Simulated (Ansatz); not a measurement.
**Si well of 13 atomic layers along [001] in random Si0.5Ge0.5, interfaces graded over 4 layers**

Prepared with Tersoff's 1989 multicomponent potential (SiCGe.tersoff) (LAMMPS): minimisation. Geometry as solved with Ansatz (a quantum-chemistry and plane-wave program) with PBE, support functions at accuracy medium on the grid of 370 eV.

```xyz
720
Lattice="16.85 0.00 0.00 0.00 16.85 0.00 0.00 0.00 55.23" Properties=species:S:1:pos:R:3 pbc="T T T"
Si    -0.03     0.00     0.00
Ge     1.42     1.39     1.40
Si     2.82     2.81     0.01
Si     4.22     4.20     1.35
Si     2.83    -0.01     2.80
Si     4.18     1.39     4.19
Si     0.03     2.80     2.81
Si     1.43     4.13     4.19
Ge     0.01     0.00     5.65
Si     1.46     1.40     7.01
Si     2.80     2.75     5.57
Ge     4.22     4.17     6.98
Si     2.85     0.02     8.37
Si     4.20     1.39     9.79
Ge     0.02     2.77     8.43
Si     1.42     4.19     9.82
Ge     0.00     0.02    11.25
Si     1.43     1.44    12.61
Si     2.79     2.76    11.16
Ge     4.22     4.13    12.57
Si     2.81     0.00    13.95
Si     4.23     1.36    15.33
Si     0.03     2.83    13.95
Si     1.34     4.22    15.36
Si     0.02    -0.02    16.69
Ge     1.39     1.38    18.12
Ge     2.83     2.83    16.70
Si     4.24     4.24    18.12
Si     2.81    -0.05    19.47
Ge     4.22     1.40    20.82
Si    -0.03     2.83    19.48
Si     1.39     4.22    20.82
Si     0.00     0.00    22.15
Si     1.40     1.40    23.51
Si     2.78     2.83    22.18
Si     4.21     4.22    23.51
Si     2.81     0.00    24.85
Si     4.21     1.40    26.19
Si    -0.01     2.80    24.84
Si     1.40     4.20    26.18
Si     0.00     0.00    27.54
Si     1.40     1.40    28.89
Si     2.80     2.80    27.54
Si     4.21     4.21    28.87
Si     2.81     0.00    30.24
Si     4.22     1.40    31.58
Si     0.00     2.81    30.24
Si     1.41     4.22    31.58
Si     0.00     0.00    32.93
Si     1.41     1.40    34.24
Si     2.81     2.80    32.92
Si     4.21     4.16    34.29
Ge     2.82    -0.01    35.62
Ge     4.23     1.43    37.08
Ge     0.00     2.79    35.66
Si     1.40     4.22    37.06
Si    -0.03     0.01    38.42
Ge     1.37     1.44    39.80
Si     2.78     2.85    38.42
Ge     4.22     4.20    39.83
Ge     2.83     0.02    41.21
Si     4.23     1.43    42.60
Si     0.00     2.82    41.26
Si     1.40     4.20    42.60
Ge    -0.03     0.02    44.01
Si     1.42     1.39    45.42
Ge     2.82     2.82    44.01
Si     4.22     4.22    45.45
Si     2.81     0.02    46.77
Ge     4.20     1.41    48.21
Ge     0.03     2.80    46.84
Si     1.45     4.19    48.25
Ge     0.00     0.02    49.58
Ge     1.41     1.44    51.04
Si     2.82     2.84    49.63
Si     4.22     4.16    51.02
Si     2.80    -0.01    52.41
Ge     4.20     1.42    53.80
Si    -0.04     2.80    52.46
Ge     1.39     4.18    53.84
Ge    -0.05     5.65    -0.03
Ge     1.38     7.04     1.43
Ge     2.78     8.45    -0.02
Ge     4.24     9.86     1.38
Ge     2.83     5.56     2.81
Si     4.25     6.98     4.20
Si     0.00     8.46     2.81
Si     1.38     9.81     4.17
Ge     0.02     5.56     5.56
Ge     1.43     6.97     7.01
Ge     2.81     8.41     5.55
Ge     4.18     9.88     7.00
Si     2.79     5.54     8.41
Ge     4.20     6.94     9.79
Ge    -0.02     8.41     8.40
Ge     1.39     9.90     9.79
Si    -0.01     5.57    11.16
Si     1.34     6.98    12.54
Ge     2.77     8.40    11.20
Ge     4.19     9.87    12.59
Ge     2.75     5.59    13.95
Ge     4.22     6.98    15.39
Ge    -0.03     8.38    13.97
Ge     1.41     9.85    15.35
Si    -0.02     5.61    16.75
Si     1.37     6.98    18.14
Ge     2.81     8.42    16.81
Si     4.24     9.86    18.15
Si     2.81     5.61    19.47
Si     4.21     7.02    20.81
Si    -0.01     8.41    19.47
Si     1.40     9.82    20.81
Si    -0.01     5.62    22.16
Si     1.40     7.02    23.50
Si     2.81     8.42    22.16
Si     4.21     9.83    23.50
Si     2.81     5.62    24.85
Si     4.21     7.02    26.19
Si     0.00     8.42    24.85
Si     1.41     9.83    26.19
Si    -0.01     5.60    27.52
Si     1.40     7.01    28.85
Si     2.81     8.43    27.53
Si     4.22     9.83    28.86
Si     2.80     5.61    30.21
Si     4.18     7.03    31.54
Si    -0.03     8.39    30.18
Ge     1.42     9.81    31.54
Si    -0.01     5.61    32.92
Si     1.37     7.03    34.27
Si     2.80     8.38    32.93
Ge     4.21     9.82    34.30
Ge     2.80     5.62    35.66
Si     4.24     7.03    37.04
Si     0.00     8.42    35.67
Si     1.42     9.80    37.02
Si     0.02     5.62    38.38
Ge     1.44     7.02    39.78
Si     2.86     8.44    38.38
Si     4.21     9.82    39.79
Si     2.78     5.58    41.24
Ge     4.22     6.98    42.62
Ge    -0.02     8.47    41.18
Ge     1.40     9.88    42.63
Ge     0.00     5.57    44.04
Ge     1.41     6.98    45.51
Ge     2.82     8.44    44.07
Si     4.23     9.82    45.46
Si     2.82     5.54    46.86
Ge     4.21     7.01    48.20
Si     0.00     8.40    46.89
Si     1.37     9.81    48.24
Ge    -0.01     5.57    49.63
Ge     1.37     7.04    51.07
Ge     2.80     8.46    49.64
Si     4.21     9.82    51.08
Ge     2.85     5.58    52.42
Ge     4.27     7.02    53.85
Si    -0.04     8.44    52.48
Si     1.36     9.82    53.81
Ge    -0.02    11.24    -0.03
Ge     1.40    12.69     1.40
Si     2.86    14.07     0.02
Si     4.19    15.47     1.42
Ge     2.81    11.26     2.86
Si     4.20    12.67     4.26
Si    -0.05    14.07     2.79
Ge     1.42    15.41     4.20
Ge     0.04    11.27     5.57
Si     1.45    12.65     6.99
Si     2.83    14.03     5.65
Si     4.19    15.42     7.02
Si     2.81    11.31     8.40
Si     4.20    12.70     9.76
Ge     0.00    14.01     8.38
Ge     1.44    15.47     9.78
Si    -0.03    11.29    11.18
Ge     1.41    12.69    12.57
Si     2.86    14.08    11.17
Si     4.19    15.48    12.55
Si     2.80    11.27    13.98
Si     4.21    12.61    15.35
Si    -0.02    14.08    13.98
Si     1.39    15.47    15.31
Ge    -0.06    11.26    16.75
Si     1.41    12.64    18.14
Ge     2.81    14.05    16.72
Si     4.24    15.46    18.12
Si     2.81    11.24    19.47
Si     4.22    12.64    20.81
Si     0.01    14.01    19.49
Si     1.40    15.43    20.83
Si     0.00    11.22    22.16
Si     1.41    12.63    23.51
Si     2.81    14.03    22.17
Si     4.22    15.44    23.51
Si     2.81    11.23    24.85
Si     4.22    12.63    26.19
Si     0.00    14.04    24.85
Si     1.41    15.45    26.19
Si     0.00    11.23    27.53
Si     1.41    12.64    28.87
Si     2.81    14.04    27.53
Si     4.21    15.44    28.89
Si     2.84    11.26    30.20
Si     4.22    12.64    31.58
Si     0.01    14.04    30.22
Si     1.41    15.44    31.59
Ge    -0.02    11.25    32.96
Si     1.42    12.67    34.32
Si     2.82    14.03    32.94
Si     4.25    15.41    34.26
Si     2.77    11.23    35.67
Ge     4.20    12.63    37.06
Si    -0.03    14.03    35.65
Ge     1.37    15.42    37.06
Ge     0.00    11.24    38.40
Si     1.39    12.67    39.81
Si     2.78    14.03    38.45
Ge     4.26    15.41    39.80
Ge     2.83    11.27    41.17
Si     4.23    12.66    42.59
Si    -0.01    13.99    41.21
Ge     1.38    15.41    42.59
Si    -0.02    11.28    44.00
Si     1.38    12.61    45.38
Ge     2.83    14.02    44.02
Si     4.18    15.48    45.42
Ge     2.76    11.22    46.83
Si     4.13    12.65    48.27
Ge     0.00    14.05    46.76
Ge     1.47    15.44    48.20
Ge     0.03    11.21    49.68
Si     1.42    12.68    51.05
Si     2.82    14.04    49.67
Si     4.19    15.45    51.05
Ge     2.81    11.25    52.46
Si     4.22    12.67    53.87
Si     0.01    13.99    52.45
Ge     1.40    15.43    53.84
Ge     5.63     0.00     0.03
Si     7.05     1.43     1.40
Si     8.43     2.84     0.06
Si     9.81     4.24     1.41
Ge     8.40     0.01     2.83
Si     9.85     1.38     4.20
Ge     5.60     2.81     2.79
Si     7.02     4.25     4.17
Ge     5.57    -0.03     5.60
Ge     7.01     1.40     7.05
Ge     8.41     2.80     5.55
Ge     9.81     4.20     7.01
Si     8.45     0.00     8.42
Si     9.82     1.33     9.81
Si     5.59     2.79     8.45
Si     6.97     4.18     9.80
Si     5.57     0.03    11.20
Si     6.97     1.38    12.58
Ge     8.40     2.77    11.18
Si     9.83     4.14    12.60
Ge     8.43    -0.02    13.92
Ge     9.86     1.42    15.36
Si     5.63     2.74    14.00
Si     6.99     4.14    15.40
Si     5.60     0.03    16.77
Si     7.03     1.42    18.10
Si     8.42     2.81    16.75
Si     9.82     4.21    18.11
Si     8.42     0.00    19.46
Si     9.82     1.40    20.81
Si     5.65     2.83    19.44
Si     7.03     4.22    20.81
Si     5.65    -0.02    22.19
Si     7.03     1.41    23.51
Si     8.43     2.81    22.15
Si     9.83     4.21    23.50
Si     8.43     0.00    24.85
Si     9.83     1.41    26.19
Si     5.61     2.81    24.85
Si     7.02     4.21    26.19
Si     5.62     0.00    27.53
Si     7.02     1.40    28.88
Si     8.42     2.81    27.53
Si     9.83     4.21    28.87
Si     8.43    -0.01    30.22
Si     9.85     1.37    31.55
Si     5.61     2.80    30.21
Si     7.02     4.21    31.52
Si     5.63    -0.01    32.93
Si     7.01     1.37    34.32
Ge     8.42     2.79    32.92
Si     9.86     4.19    34.30
Si     8.44    -0.01    35.66
Si     9.81     1.39    37.04
Si     5.63     2.81    35.65
Si     6.99     4.18    37.04
Si     5.67     0.00    38.43
Si     7.05     1.38    39.82
Si     8.37     2.76    38.38
Ge     9.78     4.14    39.78
Si     8.47     0.03    41.19
Si     9.79     1.35    42.67
Si     5.63     2.75    41.21
Ge     6.99     4.16    42.67
Ge     5.61     0.03    44.02
Si     7.02     1.45    45.42
Si     8.44     2.77    44.04
Si     9.82     4.14    45.41
Ge     8.44     0.05    46.82
Si     9.86     1.45    48.21
Si     5.61     2.81    46.78
Ge     7.01     4.19    48.20
Si     5.57     0.02    49.69
Si     6.96     1.41    51.04
Ge     8.42     2.77    49.64
Ge     9.85     4.25    51.05
Ge     8.36     0.02    52.46
Ge     9.82     1.47    53.86
Si     5.61     2.82    52.39
Ge     7.02     4.20    53.85
Si     5.63     5.61     0.04
Si     7.06     6.97     1.39
Si     8.37     8.36    -0.03
Ge     9.79     9.78     1.34
Si     8.44     5.61     2.80
Si     9.82     7.00     4.17
Ge     5.66     8.38     2.80
Si     7.03     9.82     4.21
Si     5.63     5.61     5.57
Si     6.99     7.00     6.94
Ge     8.44     8.42     5.59
Si     9.88     9.83     6.97
Ge     8.34     5.61     8.39
Ge     9.85     7.04     9.75
Ge     5.61     8.39     8.35
Ge     7.03     9.85     9.75
Si     5.62     5.54    11.18
Ge     7.01     6.96    12.55
Ge     8.44     8.45    11.19
Ge     9.84     9.92    12.61
Ge     8.42     5.53    14.00
Ge     9.83     7.02    15.42
Ge     5.64     8.43    13.98
Ge     7.06     9.88    15.40
Si     5.66     5.58    16.76
Si     7.02     7.02    18.11
Si     8.42     8.43    16.80
Si     9.83     9.83    18.11
Si     8.43     5.62    19.46
Si     9.83     7.03    20.80
Si     5.62     8.42    19.47
Si     7.03     9.82    20.81
Si     5.61     5.62    22.15
Si     7.02     7.02    23.50
Si     8.43     8.42    22.16
Si     9.83     9.83    23.50
Si     8.42     5.62    24.84
Si     9.82     7.02    26.19
Si     5.62     8.43    24.84
Si     7.03     9.83    26.19
Si     5.61     5.62    27.54
Si     7.01     7.03    28.88
Si     8.42     8.43    27.54
Si     9.83     9.83    28.89
Si     8.43     5.62    30.21
Si     9.82     7.01    31.58
Si     5.61     8.44    30.22
Si     7.02     9.83    31.57
Ge     5.60     5.61    32.91
Si     7.01     7.04    34.29
Si     8.40     8.41    32.91
Ge     9.80     9.86    34.26
Ge     8.42     5.61    35.67
Si     9.80     7.05    37.07
Si     5.63     8.40    35.68
Ge     7.03     9.85    37.05
Si     5.61     5.60    38.38
Ge     6.99     7.04    39.77
Si     8.47     8.44    38.43
Si     9.86     9.82    39.79
Ge     8.39     5.59    41.21
Ge     9.85     7.03    42.58
Si     5.56     8.42    41.16
Ge     6.97     9.80    42.56
Si     5.60     5.59    44.08
Si     6.98     6.99    45.42
Ge     8.39     8.39    44.01
Ge     9.87     9.81    45.41
Ge     8.45     5.61    46.80
Si     9.88     7.00    48.21
Si     5.61     8.40    46.77
Ge     6.99     9.79    48.21
Ge     5.61     5.59    49.66
Ge     7.04     7.01    51.10
Ge     8.47     8.39    49.63
Si     9.82     9.79    51.05
Si     8.46     5.62    52.50
Si     9.81     7.00    53.87
Si     5.63     8.47    52.44
Si     6.99     9.80    53.87
Si     5.62    11.24    -0.05
Ge     6.98    12.62     1.38
Ge     8.42    14.02    -0.05
Ge     9.84    15.42     1.43
Ge     8.42    11.21     2.82
Ge     9.86    12.66     4.25
Ge     5.57    14.07     2.83
Si     7.02    15.43     4.23
Ge     5.66    11.28     5.59
Si     7.03    12.71     7.00
Si     8.39    14.07     5.61
Ge     9.84    15.45     6.99
Ge     8.49    11.29     8.35
Si     9.87    12.69     9.81
Si     5.60    14.05     8.37
Ge     7.01    15.45     9.81
Ge     5.62    11.31    11.16
Si     7.07    12.67    12.57
Si     8.47    14.04    11.19
Si     9.87    15.41    12.55
Si     8.42    11.32    13.99
Si     9.83    12.66    15.36
Ge     5.59    14.04    13.94
Ge     7.02    15.43    15.41
Si     5.60    11.27    16.76
Si     7.03    12.64    18.11
Si     8.46    14.02    16.77
Si     9.83    15.45    18.11
Si     8.42    11.23    19.46
Si     9.82    12.64    20.81
Si     5.63    14.04    19.46
Si     7.03    15.44    20.81
Si     5.62    11.23    22.15
Si     7.02    12.63    23.50
Si     8.43    14.03    22.16
Si     9.83    15.44    23.51
Si     8.42    11.23    24.84
Si     9.82    12.63    26.19
Si     5.62    14.03    24.85
Si     7.02    15.44    26.19
Si     5.63    11.23    27.53
Si     7.02    12.64    28.89
Si     8.42    14.03    27.53
Si     9.82    15.44    28.86
Si     8.43    11.23    30.23
Si     9.83    12.65    31.57
Si     5.62    14.05    30.23
Si     7.03    15.45    31.58
Si     5.64    11.26    32.92
Si     7.02    12.67    34.30
Si     8.43    14.05    32.93
Si     9.83    15.45    34.29
Si     8.40    11.28    35.65
Ge     9.86    12.63    37.05
Si     5.63    14.06    35.66
Si     7.01    15.48    37.01
Si     5.61    11.23    38.47
Si     6.98    12.63    39.82
Ge     8.39    14.08    38.46
Si     9.85    15.48    39.83
Ge     8.43    11.23    41.15
Ge     9.87    12.64    42.59
Si     5.63    13.99    41.22
Ge     7.03    15.46    42.55
Ge     5.56    11.23    44.00
Ge     6.99    12.67    45.42
Ge     8.46    14.09    44.03
Si     9.86    15.48    45.44
Ge     8.43    11.23    46.82
Ge     9.85    12.67    48.21
Ge     5.53    14.07    46.86
Ge     6.98    15.51    48.28
Ge     5.55    11.23    49.63
Ge     6.97    12.64    51.09
Ge     8.41    14.06    49.66
Ge     9.86    15.46    51.08
Ge     8.43    11.18    52.47
Si     9.85    12.63    53.81
Si     5.56    14.07    52.47
Si     6.98    15.42    53.83
Ge    11.26     0.03     0.04
Si    12.69     1.41     1.41
Si    14.05     2.76     0.01
Ge    15.44     4.16     1.40
Si    14.03    -0.02     2.76
Ge    15.43     1.41     4.17
Ge    11.24     2.81     2.80
Si    12.63     4.21     4.22
Si    11.23    -0.02     5.53
Ge    12.63     1.37     6.93
Si    14.00     2.82     5.56
Ge    15.39     4.19     6.99
Ge    14.06    -0.03     8.42
Si    15.44     1.40     9.84
Ge    11.22     2.75     8.42
Ge    12.69     4.19     9.80
Si    11.23    -0.02    11.18
Si    12.61     1.40    12.52
Si    14.08     2.78    11.22
Si    15.47     4.19    12.58
Ge    13.99    -0.01    13.95
Ge    15.45     1.43    15.35
Si    11.26     2.79    13.92
Ge    12.65     4.20    15.35
Si    11.25    -0.03    16.76
Si    12.63     1.39    18.11
Si    14.04     2.80    16.78
Si    15.42     4.22    18.12
Si    14.02     0.02    19.48
Si    15.43     1.41    20.82
Si    11.22     2.80    19.45
Si    12.63     4.21    20.80
Si    11.23     0.00    22.16
Si    12.63     1.41    23.51
Si    14.03     2.81    22.16
Si    15.44     4.21    23.50
Si    14.04     0.00    24.84
Si    15.44     1.40    26.19
Si    11.23     2.81    24.85
Si    12.64     4.22    26.19
Si    11.24     0.00    27.53
Si    12.64     1.41    28.87
Si    14.04     2.81    27.53
Si    15.44     4.21    28.89
Si    14.04     0.01    30.23
Si    15.43     1.41    31.59
Si    11.24     2.80    30.22
Si    12.63     4.20    31.57
Si    11.23     0.00    32.93
Si    12.63     1.39    34.29
Si    14.03     2.81    32.95
Si    15.44     4.23    34.27
Si    14.02    -0.01    35.66
Si    15.43     1.34    37.03
Si    11.21     2.76    35.64
Ge    12.65     4.19    36.99
Si    11.22    -0.01    38.41
Si    12.62     1.32    39.81
Ge    14.04     2.74    38.44
Ge    15.49     4.21    39.81
Si    14.04     0.04    41.23
Si    15.44     1.43    42.59
Ge    11.20     2.70    41.22
Ge    12.63     4.16    42.61
Si    11.21     0.01    44.05
Si    12.60     1.38    45.44
Ge    14.05     2.77    44.07
Si    15.44     4.21    45.46
Si    14.04     0.02    46.78
Si    15.41     1.39    48.19
Si    11.22     2.80    46.80
Ge    12.63     4.24    48.20
Ge    11.24     0.06    49.64
Si    12.63     1.44    51.07
Ge    14.05     2.79    49.65
Si    15.44     4.20    51.08
Ge    14.05     0.04    52.46
Si    15.46     1.42    53.87
Si    11.26     2.83    52.43
Ge    12.65     4.22    53.87
Si    11.19     5.63     0.03
Si    12.61     7.01     1.35
Si    14.00     8.38    -0.02
Ge    15.39     9.80     1.41
Ge    13.99     5.61     2.78
Ge    15.45     7.04     4.17
Ge    11.25     8.41     2.80
Si    12.62     9.88     4.20
Ge    11.25     5.64     5.60
Si    12.63     7.04     7.03
Ge    13.99     8.45     5.60
Ge    15.41     9.89     7.01
Si    14.03     5.65     8.39
Si    15.45     6.96     9.78
Si    11.23     8.45     8.34
Ge    12.60     9.88     9.76
Ge    11.22     5.57    11.21
Ge    12.68     6.99    12.62
Ge    14.05     8.41    11.14
Ge    15.42     9.89    12.58
Si    14.12     5.58    13.98
Si    15.42     6.99    15.40
Ge    11.28     8.47    14.02
Si    12.68     9.87    15.41
Si    11.25     5.60    16.78
Si    12.63     7.02    18.11
Si    14.03     8.41    16.74
Si    15.42     9.78    18.13
Si    14.03     5.62    19.46
Si    15.43     7.02    20.82
Si    11.24     8.43    19.46
Si    12.63     9.82    20.82
Si    11.23     5.62    22.15
Si    12.63     7.01    23.50
Si    14.03     8.42    22.17
Si    15.44     9.82    23.51
Si    14.03     5.61    24.84
Si    15.44     7.01    26.19
Si    11.23     8.42    24.85
Si    12.63     9.82    26.19
Si    11.23     5.62    27.54
Si    12.63     7.02    28.89
Si    14.03     8.42    27.53
Si    15.43     9.82    28.86
Si    14.03     5.61    30.23
Si    15.44     7.02    31.57
Si    11.23     8.42    30.24
Si    12.65     9.84    31.57
Si    11.22     5.59    32.92
Ge    12.66     7.01    34.28
Si    14.07     8.45    32.91
Si    15.41     9.81    34.33
Si    14.10     5.62    35.66
Si    15.47     7.03    37.05
Ge    11.24     8.45    35.72
Si    12.68     9.87    37.09
Ge    11.21     5.63    38.40
Ge    12.64     7.09    39.79
Si    14.08     8.47    38.40
Si    15.40     9.87    39.80
Ge    14.03     5.62    41.20
Ge    15.43     7.04    42.64
Si    11.23     8.48    41.20
Ge    12.66     9.85    42.60
Ge    11.22     5.57    44.04
Ge    12.67     7.02    45.45
Si    14.04     8.43    44.02
Ge    15.48     9.80    45.41
Si    14.10     5.62    46.83
Si    15.46     7.00    48.22
Si    11.23     8.38    46.84
Ge    12.62     9.77    48.24
Si    11.25     5.65    49.61
Si    12.64     6.95    51.04
Ge    14.08     8.38    49.68
Si    15.45     9.83    51.10
Si    14.05     5.62    52.42
Si    15.39     7.05    53.80
Ge    11.25     8.39    52.45
Si    12.69     9.80    53.83
Ge    11.26    11.23    -0.05
Ge    12.68    12.65     1.43
Si    14.11    14.03     0.01
Si    15.44    15.46     1.39
Si    14.04    11.23     2.85
Si    15.44    12.65     4.16
Si    11.26    14.05     2.83
Si    12.62    15.47     4.15
Si    11.27    11.23     5.64
Si    12.62    12.64     7.02
Ge    14.02    14.05     5.58
Si    15.44    15.42     7.01
Si    14.03    11.31     8.40
Si    15.42    12.63     9.80
Si    11.25    14.04     8.41
Si    12.60    15.44     9.80
Si    11.24    11.31    11.19
Si    12.60    12.64    12.62
Ge    14.02    14.04    11.21
Si    15.44    15.43    12.61
Si    14.00    11.28    14.00
Si    15.41    12.69    15.32
Si    11.21    14.04    13.98
Si    12.59    15.42    15.36
Si    11.20    11.21    16.71
Ge    12.62    12.63    18.09
Si    14.01    14.04    16.67
Ge    15.43    15.43    18.08
Si    14.05    11.20    19.48
Si    15.44    12.62    20.82
Si    11.21    14.07    19.48
Si    12.63    15.45    20.82
Si    11.23    11.23    22.15
Si    12.63    12.63    23.50
Si    14.04    14.03    22.15
Si    15.44    15.44    23.50
Si    14.04    11.23    24.85
Si    15.44    12.64    26.19
Si    11.23    14.04    24.85
Si    12.64    15.44    26.19
Si    11.23    11.23    27.53
Si    12.63    12.64    28.87
Si    14.04    14.04    27.54
Si    15.44    15.45    28.89
Si    14.04    11.23    30.20
Si    15.44    12.64    31.53
Si    11.22    14.05    30.21
Si    12.60    15.47    31.55
Si    11.25    11.27    32.90
Si    12.62    12.63    34.31
Ge    14.03    14.05    32.92
Si    15.46    15.47    34.31
Si    14.02    11.23    35.67
Si    15.43    12.63    36.98
Si    11.24    14.06    35.64
Si    12.60    15.47    37.00
Si    11.27    11.21    38.47
Si    12.62    12.63    39.84
Ge    14.00    14.02    38.39
Ge    15.44    15.45    39.84
Si    14.06    11.28    41.20
Si    15.44    12.65    42.61
Si    11.25    14.07    41.17
Ge    12.64    15.47    42.62
Si    11.25    11.24    44.00
Ge    12.62    12.68    45.38
Si    14.08    14.06    43.99
Si    15.40    15.46    45.40
Ge    14.02    11.22    46.82
Ge    15.46    12.62    48.23
Si    11.22    14.09    46.79
Ge    12.64    15.47    48.19
Ge    11.21    11.21    49.67
Ge    12.64    12.60    51.11
Ge    14.03    14.04    49.65
Ge    15.48    15.44    51.06
Si    14.08    11.20    52.48
Si    15.44    12.64    53.81
Si    11.23    14.02    52.48
Ge    12.66    15.40    53.87
```
